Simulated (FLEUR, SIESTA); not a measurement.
A FLEUR input for a self-consistent single point of LaSi2Ru3 (P6/mmm, 6 atoms in the cell) (DFT, PBEsol, all-electron FLAPW (FLEUR), scalar-relativistic valence with spin-orbit coupling in second variation):

Input of the input generator:

```
LaSi2Ru3 crystal
&input film=f /
5.7499758342 0.0000000385 0.0000000000
-2.8749879504 4.9796251243 0.0000000000
0.0000000000 0.0000000000 3.4625760000
1.8897261246
1.0 1.0 1.0

6
57 0.0000000000 0.0000000000 0.0000000000
14 0.3333333333 0.6666666667 0.0000000000
14 0.6666666667 0.3333333333 -0.0000000000
44 0.0000000000 0.5000000000 0.5000000000
44 0.5000000000 0.0000000000 0.5000000000
44 0.5000000000 0.5000000000 0.5000000000

&comp jspins=1 /
&exco xctyp='PBEs' /
&kpt div1=5 div2=5 div3=7 /
&soc 0.0 0.0 /
&end /
```

```xml
<?xml version="1.0" encoding="UTF-8" standalone="no"?>
<fleurInput fleurInputVersion="0.39">
   <comment>
      LaSi2Ru3 crystal                                                                                    
   </comment>
   <calculationSetup>
      <cutoffs Kmax="3.9" Gmax="13.7" GmaxXC="13.7" numbands="0"/>
      <scfLoop itmax="100" minDistance="0.00001" maxIterBroyd="15" imix="Anderson" alpha="0.05" precondParam="0.0" spinf="2.0"/>
      <coreElectrons ctail="T" frcor="F" kcrel="0" coretail_lmax="0"/>
      <xcFunctional name="PBEs" relativisticCorrections="F"/>
      <magnetism jspins="1"/>
      <soc l_soc="T" theta="0.0" phi="0.0" spav="F"/>
      <expertModes spex="0" secvar="F"/>
      <geometryOptimization l_f="F" forcealpha="1.0" forcemix="BFGS" epsdisp="0.00001" epsforce="0.00001"/>
      <ldaU l_linMix="F" mixParam="0.05" spinf="1.0"/>
   </calculationSetup>
   <cell>
      <bzIntegration valenceElectrons="61.0" mode="gauss" fermiSmearingEnergy="0.00367493">
         <kPointListSelection listName="default-1"/>
         <!-- k-points included here -->
         <xi:include xmlns:xi="http://www.w3.org/2001/XInclude" href="kpts.xml"> </xi:include>
      </bzIntegration>
      <!-- symmetry operations included here -->
      <xi:include xmlns:xi="http://www.w3.org/2001/XInclude" href="sym.xml"> </xi:include>
      <bulkLattice scale="1.0">
         <bravaisMatrix>
            <row-1>   10.8658795497064169     0.0000000727544558     0.0000000000000000</row-1>
            <row-2>   -5.4329398377810891     9.4101276881042324     0.0000000000000000</row-2>
            <row-3>    0.0000000000000000     0.0000000000000000     6.5433203256129691</row-3>
         </bravaisMatrix>
      </bulkLattice>
   </cell>
   <atomSpecies>
      <species name="Lanthanum (La)" element="La" atomicNumber="57">
         <mtSphere radius="2.63" gridPoints="925" logIncrement="0.014"/>
         <atomicCutoffs lmax="10" lnonsphr="8"/>
         <electronConfig flipSpins="F">
            <coreConfig>(1s1/2) (2s1/2) (2p1/2) (2p3/2) (3s1/2) (3p1/2) (3p3/2) (4s1/2) (3d3/2) (3d5/2) (4p1/2) (4p3/2) (4d3/2) (4d5/2)</coreConfig>
            <valenceConfig>(5s1/2) (5p1/2) (5p3/2) (6s1/2) (5d3/2) (5d5/2)</valenceConfig>
            <stateOccupation state="(5d3/2)" spinUp="0.2" spinDown="0.2"/>
            <stateOccupation state="(5d5/2)" spinUp="0.3" spinDown="0.3"/>
         </electronConfig>
         <energyParameters s="6" p="6" d="5" f="4"/>
         <lo type="SCLO" l="0" n="5" eDeriv="0"/>
         <lo type="SCLO" l="1" n="5" eDeriv="0"/>
      </species>
      <species name="Silicon (Si)" element="Si" atomicNumber="14">
         <mtSphere radius="1.63" gridPoints="575" logIncrement="0.02"/>
         <atomicCutoffs lmax="6" lnonsphr="4"/>
         <electronConfig flipSpins="F">
            <coreConfig>(1s1/2) (2s1/2) (2p1/2) (2p3/2)</coreConfig>
            <valenceConfig>(3s1/2) (3p1/2) (3p3/2)</valenceConfig>
            <stateOccupation state="(3p1/2)" spinUp="0.3333333333333" spinDown="0.3333333333333"/>
            <stateOccupation state="(3p3/2)" spinUp="0.6666666666667" spinDown="0.6666666666667"/>
         </electronConfig>
         <energyParameters s="3" p="3" d="3" f="4"/>
      </species>
      <species name="Ruthenium (Ru)" element="Ru" atomicNumber="44">
         <mtSphere radius="2.50" gridPoints="883" logIncrement="0.015"/>
         <atomicCutoffs lmax="10" lnonsphr="8"/>
         <electronConfig flipSpins="F">
            <coreConfig>(1s1/2) (2s1/2) (2p1/2) (2p3/2) (3s1/2) (3p1/2) (3p3/2) (4s1/2) (3d3/2) (3d5/2)</coreConfig>
            <valenceConfig>(4p1/2) (4p3/2) (5s1/2) (4d3/2) (4d5/2)</valenceConfig>
            <stateOccupation state="(5s1/2)" spinUp="0.5" spinDown="0.5"/>
            <stateOccupation state="(4d3/2)" spinUp="1.4" spinDown="1.4"/>
            <stateOccupation state="(4d5/2)" spinUp="2.1" spinDown="2.1"/>
         </electronConfig>
         <energyParameters s="5" p="5" d="4" f="4"/>
         <lo type="SCLO" l="1" n="4" eDeriv="0"/>
      </species>
   </atomSpecies>
   <atomGroups>
      <atomGroup species="Lanthanum (La)">
         <relPos label="                   1">.0000000000 .0000000000 .0000000000</relPos>
         <force calculate="T" relaxXYZ="TTT"/>
      </atomGroup>
      <atomGroup species="Silicon (Si)">
         <relPos label="                   2">1.000/3.000 -1.000/3.000 .0000000000</relPos>
         <relPos label="                   3">-1.000/3.000 1.000/3.000 .0000000000</relPos>
         <force calculate="T" relaxXYZ="TTT"/>
      </atomGroup>
      <atomGroup species="Ruthenium (Ru)">
         <relPos label="                   4">.0000000000 1.000/2.000 1.000/2.000</relPos>
         <relPos label="                   5">1.000/2.000 .0000000000 1.000/2.000</relPos>
         <relPos label="                   6">1.000/2.000 1.000/2.000 1.000/2.000</relPos>
         <force calculate="T" relaxXYZ="TTT"/>
      </atomGroup>
   </atomGroups>
   <output dos="F" band="F" slice="F">
      <checks vchk="F" cdinf="F"/>
      <bandDOS minEnergy="-.5*Htr" maxEnergy="0.5*Htr" sigma="0.015" storeEVData="T"/>
      <vacuumDOS vacdos="F" integ="F" star="F" nstars="0" locx1="0.0" locy1="0.0" locx2="0.0" locy2="0.0" nstm="0" tworkf="0.0"/>
      <unfoldingBand unfoldBand="F" supercellX="1" supercellY="1" supercellZ="1"/>
      <plotting iplot="0" polar="F">
         <plot TwoD="T" vec1="  1.0  0.0  0.0" vec2="  0.0  1.0  0.0" vec3="  0.0  0.0  1.0" zero="  0.0  0.0  0.0" file="plot"/>
      </plotting>
      <chargeDensitySlicing numkpt="0" minEigenval="0.0" maxEigenval="0.0" nnne="0" pallst="F"/>
      <specialOutput eonly="F"/>
      <magneticCircularDichroism mcd="F" energyLo="-10.0" energyUp="0.0"/>
   </output>
  <!-- We include the file relax.xml here to enable relaxations (see documentation) -->
  <xi:include xmlns:xi="http://www.w3.org/2001/XInclude" href="relax.xml"> <xi:fallback/> </xi:include>
</fleurInput>
```

Question: Write the same calculation as an input for SIESTA.

Answer: One input that does it (others would too):

```
# files in the folder: La.psml Si.psml Ru.psml (PseudoDojo PBEsol fully relativistic)
SystemName  LaSi2Ru3
SystemLabel lasi2ru3

NumberOfAtoms                6
NumberOfSpecies              3
%block ChemicalSpeciesLabel
  1 57 La
  2 14 Si
  3 44 Ru
%endblock ChemicalSpeciesLabel
LatticeConstant              5.749976 Ang
%block LatticeVectors
     1.000000000    0.000000000    0.000000000
    -0.500000000    0.866025354    0.000000000
     0.000000000    0.000000000    0.602189644
%endblock LatticeVectors
AtomicCoordinatesFormat      Ang
%block AtomicCoordinatesAndAtomicSpecies
     0.000000000    0.000000000    0.000000000  1
    -0.000002875    3.319751660    0.000000000  2
     2.874990875    1.659873340    0.000000000  2
    -1.437494000    2.489812500    1.731288000  3
     2.874988000    0.000000000    1.731288000  3
     1.437494000    2.489812500    1.731288000  3
%endblock AtomicCoordinatesAndAtomicSpecies

XC.functional                GGA
XC.authors                   PBEsol
PAO.BasisSize                DZP
PAO.EnergyShift              0.01 Ry
MeshCutoff                   350 Ry
%block kgrid.MonkhorstPack
    5   0   0  0.0
    0   5   0  0.0
    0   0   7  0.0
%endblock kgrid.MonkhorstPack
OccupationFunction           MP
OccupationMPOrder            0
ElectronicTemperature        0.1 eV
Spin                         spin-orbit
%block DM.InitSpin
  1 0.00 0.00 0.00
  2 0.00 0.00 0.00
  3 0.00 0.00 0.00
  4 0.00 0.00 0.00
  5 0.00 0.00 0.00
  6 0.00 0.00 0.00
%endblock DM.InitSpin

MaxSCFIterations             150
SCF.Mixer.Method             Pulay
SCF.Mixer.Weight             0.2
SCF.Mixer.History            8
SCF.DM.Tolerance             1.0E-05
Diag.ParallelOverK           true
WriteForces                  true
```

Basis settings and potentials, where a program has them, do not carry over. This input uses DFT, GGA PBEsol with spin-orbit coupling, numerical atomic orbitals DZP, PseudoDojo PBEsol fully relativistic norm-conserving potentials (rewritten from UPF to PSML).

The starting cell comes from a database of computed structures (which also holds hypothetical and non-ambient phases and stackings), without a prior relaxation at this level. Its lattice was rescaled by a random factor within 2.5 % of one.
